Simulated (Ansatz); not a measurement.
**Li: pressure −1 GPa**

The reference is Li in the bcc (W type) structure (space group Im-3m, No. 229; a = 3.4343 Å).

One thing is altered: hydrostatic tension (pressure −1 GPa).

The values are results of PBEsol, PAW, 420 eV (Ansatz, a first-principles code; no spin-orbit coupling), not measurements. k-mesh 19×19×19 (Γ-centred); smearing 0.05 eV (Fermi–Dirac).

```json
{
 "volume_per_atom": "22.02 Å³ (base 20.25 Å³)",
 "density": "0.52 g/cm³ (base 0.57 g/cm³)",
 "lattice_parameter_a": "3.532 Å (base 3.434 Å)",
 "shortest_interatomic_distance": "3.059 Å (base 2.974 Å)",
 "band_gap": "zero (base zero)"
}
```

Load acts through the strain it causes; cell and atoms are relaxed under it. No phonon test of stability was made.
